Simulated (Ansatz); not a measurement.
## Several settings converged on Sn (I4_1/amd, 2 atoms in the cell)

```yaml
crystal:
  lattice:
    - [-2.92374, 2.92374, 1.59477]
    - [2.92374, -2.92374, 1.59477]
    - [2.92374, 2.92374, -1.59477]
  atoms:
    - { symbol: Sn, position: [0.25000, 0.75000, 0.50000] }
    - { symbol: Sn, position: [0.00000, 0.00000, 0.00000] }
```

Base method: PBE (plane waves, PAW; Ansatz, a program for electronic structure).

Base settings: basis.ecutwfc = 30.9 Ry; kpoints.mp_grid.grid = 12 12 12; hamiltonian.xc = pbe; hamiltonian.pseudopotentials = {kind: paw} (the program's default PAW files); scf.occupations.method = gaussian; scf.occupations.width = 0.0073 Ry.

**Zone-centre phonons against the cutoff**

In this ladder: phonons.method = dfpt.

The mesh stays at the base's, so the ladder's end is converged at best in this setting alone.

Frequencies are those of the unrelaxed cell, without the LO-TO term of polar crystals.

Only quantities that move along the ladder and can be compared are tabulated.

| basis.ecutwfc | highest zone-centre frequency (cm⁻¹) |
|---|---|
| 15.4 Ry | 93.7 |
| 18.4 Ry | 136.8 |
| 21.7 Ry | 136.0 |
| 26.1 Ry | 133.5 |
| 30.9 Ry | 133.5 |
| 37.1 Ry | 133.4 |
| 46.3 Ry | 133.4 |

Coarsest basis.ecutwfc that holds the highest zone-centre frequency within 5 cm⁻¹ of the last step, with all finer ones: 18.4 Ry; the step before is off by 40 cm⁻¹.

**The q mesh of the phonons**

In this ladder: phonons.method = dfpt.

Only quantities that move along the ladder and can be compared are tabulated.

Thermal sums run over frequencies interpolated from this q mesh.

| phonons.qmesh | zero-point energy (meV/atom) | vibrational free energy at 300 K (meV/atom) |
|---|---|---|
| 1 1 1 | 12.99 | -98.44 |
| 2 2 2 | 15.51 | -82.25 |
| 3 3 3 | 15.81 | -77.07 |

Coarsest phonons.qmesh that holds the zero-point energy within 1 meV/atom of the last step, with all finer ones: 2 2 2; the step before is off by 2.8 meV/atom.

Coarsest phonons.qmesh that holds the vibrational free energy at 300 K within 2 meV/atom: not settled: the last two steps still differ by 5.2 meV/atom, over half the tolerance, so the ladder does not show it.

On the base run: the starting cell has typed, rounded lattice constants, without a prior relaxation at this level. Its lattice was rescaled by up to half a per cent.

Keys are those of Ansatz 0.2.
